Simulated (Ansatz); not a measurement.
**Al2O3, response to strain**

Consider Al$_{2}$O$_{3}$ in the corundum structure (space group R-3c, No. 167; a = 4.774 Å, c = 13.015 Å (hexagonal axes)).

Strains are applied to the cell and any free atomic positions relax.

Computed with Ansatz (a first-principles code) PBEsol, no spin-orbit coupling.

```tsv
isotropic strain (%)	band gap (eV)
-3	7.19
-2.25	?
-1.5	6.59
-0.75	6.31
0	6.03
```

Fit E_g = E₀ + Dε (ε in %) to the rows shown and predict the withheld row.

Least squares on the printed values gives E₀ = 6.02 eV, D = -387 meV per % of strain (largest residual 0.01 eV); this predicts 6.89 eV, and the run gives 6.89 eV, in agreement.

Whether these cells are dynamically stable was not tested.
